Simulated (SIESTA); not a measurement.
A self-consistent single point of K2PbS2O8 (R-3m, 13 atoms in the cell) with SIESTA

Method: LDA PW92, numerical atomic orbitals DZP, PseudoDojo LDA standard norm-conserving potentials (rewritten from UPF to PSML) (SIESTA).

This input was run:

```
# files in the folder: K.psml Pb.psml S.psml O.psml (PseudoDojo LDA standard)
SystemName  K2Pb(SO4)2
SystemLabel siesta

NumberOfAtoms                13
NumberOfSpecies              4
%block ChemicalSpeciesLabel
  1 19 K
  2 82 Pb
  3 16 S
  4 8 O
%endblock ChemicalSpeciesLabel
LatticeConstant              1.0 Bohr
%block LatticeVectors
     5.081722993    2.933933979   12.858539370
    -5.081722993    2.933933979   12.858539370
     0.000000000   -5.867867958   12.858539370
%endblock LatticeVectors
AtomicCoordinatesFormat      Fractional
%block AtomicCoordinatesAndAtomicSpecies
     0.798333000    0.798333000    0.798333000  1
     0.201667000    0.201667000    0.201667000  1
     0.000000000    0.000000000    0.000000000  2
     0.403300000    0.403300000    0.403300000  3
     0.596700000    0.596700000    0.596700000  3
     0.333000000    0.333000000    0.333000000  4
     0.667000000    0.667000000    0.667000000  4
     0.723000000    0.279000000    0.279000000  4
     0.279000000    0.723000000    0.279000000  4
     0.279000000    0.279000000    0.723000000  4
     0.721000000    0.721000000    0.277000000  4
     0.721000000    0.277000000    0.721000000  4
     0.277000000    0.721000000    0.721000000  4
%endblock AtomicCoordinatesAndAtomicSpecies

XC.functional                LDA
XC.authors                   PW92
PAO.BasisSize                DZP
PAO.EnergyShift              0.01 Ry
MeshCutoff                   300 Ry
%block kgrid.MonkhorstPack
    5   0   0  0.0
    0   5   0  0.0
    0   0   5  0.0
%endblock kgrid.MonkhorstPack
OccupationFunction           FD
ElectronicTemperature        100.0 meV

MaxSCFIterations             150
SCF.Mixer.Method             Pulay
SCF.Mixer.Weight             0.2
SCF.Mixer.History            6
SCF.DM.Tolerance             1.0E-05
Diag.ParallelOverK           true
WriteForces                  true
Charge.Mulliken              end
```

The program printed (abridged):

```
reinit: Reading from file input.fdf

reinit: System Name: K2Pb(SO4)2
reinit: System Label: siesta

coor:   Atomic-coordinates input format  =     Fractional

siesta: Atomic coordinates (Bohr) and species
siesta:      0.00000   0.00000  30.79619  1        1
siesta:      0.00000   0.00000   7.77943  1        2
siesta:      0.00000   0.00000   0.00000  2        3
siesta:      0.00000   0.00000  15.55755  3        4
siesta:      0.00000   0.00000  23.01807  3        5
siesta:      0.00000   0.00000  12.84568  4        6
siesta:      0.00000   0.00000  25.72994  4        7
siesta:      2.25629   1.30267  16.47179  4        8
siesta:     -2.25629   1.30267  16.47179  4        9
siesta:      0.00000  -2.60533  16.47179  4       10
siesta:      0.00000   2.60533  22.10383  4       11
siesta:      2.25629  -1.30267  22.10383  4       12
siesta:     -2.25629  -1.30267  22.10383  4       13

siesta: System type = bulk

initatomlists: Number of atoms, orbitals, and projectors:     13   166   194

siesta: ******************** Simulation parameters ****************************
redata: Spin configuration                          = none
redata: Time-Reversal Symmetry                      = T
redata: Number of Atomic Species                    =        4
redata: Mesh Cutoff                                 =   300.0000 Ry
redata: Net charge of the system                    =     0.0000 |e|
redata: Min. number of SCF Iter                     =        0
redata: Max. number of SCF Iter                     =      150
redata: SCF convergence failure will abort job
redata: SCF mix quantity                            = Hamiltonian
redata: Mix DM or H after convergence               =   F
redata: Recompute H after scf cycle                 =   F
redata: Mix DM in first SCF step                    =   T
redata: No kicks to SCF
redata: DM Mixing Weight for Kicks                  =     0.5000
   [... lines left out ...]
diag: Parallel distribution                         =     1 x     1
diag: Used triangular part                          = Lower
diag: Absolute tolerance                            =  0.100E-15
diag: Orthogonalization factor                      =  0.100E-05
diag: Memory factor                                 =  1.0000

superc: Internal auxiliary supercell:     5 x     5 x     5  =     125
superc: Number of atoms, orbitals, and projectors:   1625  20750  24250

                        Single-point calculation

superc: Internal auxiliary supercell:     5 x     5 x     5  =     125
superc: Number of atoms, orbitals, and projectors:   1625  20750  24250

outcell: Unit cell vectors (Ang):
        2.689132    1.552571    6.804446
       -2.689132    1.552571    6.804446
        0.000000   -3.105142    6.804446

outcell: Cell vector modules (Ang)   :    7.479465    7.479465    7.479465
outcell: Cell angles (23,13,12) (deg):     42.1433     42.1433     42.1433
outcell: Cell volume (Ang**3)        :    170.4542
new_DM -- step:     1
Initializing Density Matrix...

Attempting to read DM from file... Failed...
DM filled with atomic data:

InitMesh: MESH = 72 x 72 x 72 = 373248
InitMesh: Mesh cutoff (required, used) =   300.000   309.444 Ry

stepf: Fermi-Dirac step function
        iscf     Eharris(eV)        E_KS(eV)     FreeEng(eV)     dDmax    Ef(eV) dHmax(eV)
   scf:    1    -7664.126108    -7721.003432    -7721.003432  1.689508 -4.597796  6.445793
   scf:    2    -7737.642360    -7730.384386    -7730.384386  0.077284 -4.837494  3.964107
   scf:    3    -7734.098413    -7733.150706    -7733.150706  0.081535 -4.598007  1.367394
   scf:    4    -7733.224789    -7733.207299    -7733.207299  0.045509 -4.786108  0.411076
   scf:    5    -7733.229593    -7733.224017    -7733.224017  0.006899 -4.611633  0.188944
   scf:    6    -7733.228755    -7733.226720    -7733.226720  0.009723 -4.701579  0.028574
   scf:    7    -7733.226881    -7733.226815    -7733.226815  0.001934 -4.712129  0.020317
   scf:    8    -7733.226744    -7733.226863    -7733.226863  0.001309 -4.710883  0.014081
   scf:    9    -7733.226935    -7733.226916    -7733.226916  0.000404 -4.712310  0.000575
   scf:   10    -7733.226916    -7733.226916    -7733.226916  0.000028 -4.712382  0.000425
   scf:   11    -7733.226916    -7733.226916    -7733.226916  0.000053 -4.712530  0.000169
   scf:   12    -7733.226916    -7733.226916    -7733.226916  0.000010 -4.712572  0.000131
   scf:   13    -7733.226916    -7733.226916    -7733.226916  0.000003 -4.712594  0.000089
SCF Convergence by DM+H criterion
max |DM_out - DM_in|         :     0.0000025080
max |H_out - H_in|      (eV) :     0.0000891229
SCF cycle converged after 13 iterations

Using DM_out to compute the final energy and forces

siesta: E_KS(eV) =            -7733.2269

siesta: E_KS - E_eggbox =     -7733.2269

siesta: Atomic forces (eV/Ang):
     1    0.000000   -0.000000   -0.193953
     2    0.000000    0.000000    0.193953
     3    0.000000   -0.000000   -0.000000
     4   -0.000000    0.000002   -0.001281
     5   -0.000000   -0.000002    0.001281
     6   -0.000000   -0.000000   -3.165217
     7   -0.000000    0.000000    3.165217
     8    1.880796    1.085879    1.084763
     9   -1.880796    1.085879    1.084763
    10    0.000000   -2.171759    1.084764
    11    0.000000    2.171759   -1.084764
    12    1.880796   -1.085879   -1.084763
    13   -1.880796   -1.085879   -1.084763
   Tot   -0.000000   -0.000000    0.000000
   Max    3.165217
   Res    1.192626    sqrt( Sum f_i^2 / 3N )
   Max    3.165217    constrained

Stress tensor Voigt[x,y,z,yz,xz,xy] (kbar):      -48.93      -48.93      -87.39        0.00        0.00       -0.00
(Free)E + p*V (eV/cell)    -7726.6570
Target enthalpy (eV/cell)    -7733.2269

siesta: Program's energy decomposition (eV):
siesta: Ebs     =     -1549.744887
siesta: Eions   =     11488.530927
siesta: Ena     =      2158.179293
siesta: Ekin    =      4206.122441
siesta: Enl     =      -688.128654
siesta: Eso     =         0.000000
siesta: Edftu   =         0.000000
siesta: DEna    =        39.046399
siesta: DUscf   =         5.249160
siesta: DUext   =         0.000000
siesta: Ex      =     -1769.965297
siesta: Ec      =      -195.199332
siesta: Exc     =     -1965.164629
siesta: Eharris =     -7733.226916
siesta: Etot    =     -7733.226916
siesta: FreeEng =     -7733.226916

siesta: Atomic forces (eV/Ang):
siesta:      1    0.000000   -0.000000   -0.193953
siesta:      2    0.000000    0.000000    0.193953
siesta:      3    0.000000   -0.000000   -0.000000
siesta:      4   -0.000000    0.000002   -0.001281
siesta:      5   -0.000000   -0.000002    0.001281
   [... lines left out ...]
siesta: Cell volume =        170.454163 Ang**3
siesta:          61.75324707        -24.37526932  kBar
   [... lines left out ...]

              0.159   0.129

Species: S
Atom  Qatom  Qorb
               3s      3s      3py     3pz     3px     3py     3pz     3px
               3Pdxy   3Pdyz   3Pdz2   3Pdxz   3Pdx2-y2
   4  5.757   0.633   0.437   0.651   0.647   0.651   0.276   0.278   0.276
              0.381   0.381   0.387   0.381   0.381
   5  5.757   0.633   0.437   0.651   0.647   0.651   0.276   0.278   0.276
              0.381   0.381   0.387   0.381   0.381

Species: O
Atom  Qatom  Qorb
               2s      2s      2py     2pz     2px     2py     2pz     2px
               3Pdxy   3Pdyz   3Pdz2   3Pdxz   3Pdx2-y2
   6  6.090   1.410   0.209   1.477   0.894   1.477   0.104   0.379   0.104
              0.001   0.009   0.017   0.009   0.001
   7  6.090   1.410   0.209   1.477   0.894   1.477   0.104   0.379   0.104
   [... 13 lines left out ...]

mulliken: Qtot =       92.000

Mulliken Atomic Populations:
Atom #   charge [q] valence [e]  Species
     1     0.294956    8.705044  K
     2     0.294956    8.705044  K
     3     0.228761   13.771239  Pb
     4     0.243330    5.756670  S
     5     0.243330    5.756670  S
     6    -0.090094    6.090094  O
     7    -0.090094    6.090094  O
     8    -0.187524    6.187524  O
     9    -0.187524    6.187524  O
    10    -0.187524    6.187524  O
    11    -0.187524    6.187524  O
    12    -0.187524    6.187524  O
    13    -0.187524    6.187524  O
 Total     0.000000
```

The run converged in 13 iterations.

The starting cell comes from a database of published, mostly measured structures (it also holds non-ambient and calculated ones), without a prior relaxation at this level. Its lattice was rescaled by a random factor within 2.5 % of one. Values carry the incompleteness of an atom-centred basis. With a pressure of about 6 GPa the cell is away from its equilibrium volume at this level. Forces in this geometry exceed 1 eV/Å.

Cost on one core of a shared machine: roughly 3 min.
